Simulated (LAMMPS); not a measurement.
Fault surfaces of Al (fcc) on several planes, rigid shifts with relaxation along the normal.

Level of theory: classical force field (static), pair style eam, file Al_jnp.eam (LAMMPS).

```tsv
plane	largest on the first line	largest on the surface	first line along
(001)	525 mJ/m²	898 mJ/m²	[1-10]
(110)	1150 mJ/m²	1430 mJ/m²	[001]
(111)	305 mJ/m²	525 mJ/m²	[1-10]
```
